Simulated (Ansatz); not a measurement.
System: O vacancy in rutile SnO2 (charge state +2). Computed with PBE, PAW (plane waves to 420 eV; Ansatz, a quantum-chemistry and plane-wave program).

Cell of 216 host sites held at the relaxed PBE lattice; one k-point at (0.250, 0.250, 0.250); Fermi-Dirac width 0.01 eV, spin-restricted; finite-size errors left in. Static, classical nuclei. The charge state is imposed; whether it is stable for some Fermi level was not computed. Forms of the defect that were not tried may lie lower.

Barriers: single points on a 2×2×2 k-point mesh shifted by half a step at the bands' geometries.

The step: one O atom jumps into the vacancy from a nearby O site; the atom moves 2.37 Å along (-0.35, -0.35, 0.00) of the unit cell; the moving atom starts with neighbours 2 Sn at 2.04, Sn at 2.27 Å and ends with 2 Sn at 2.04, Sn at 2.27 Å.

Q: What migration barrier of this step does PBE, PAW give?

A: 0.90 eV, the same both ways. At the saddle the moving atom has neighbours 2 Sn at 1.89 Å. The saddle point's order was not checked, and it lies on a symmetry element of the cell, where a band can be held.
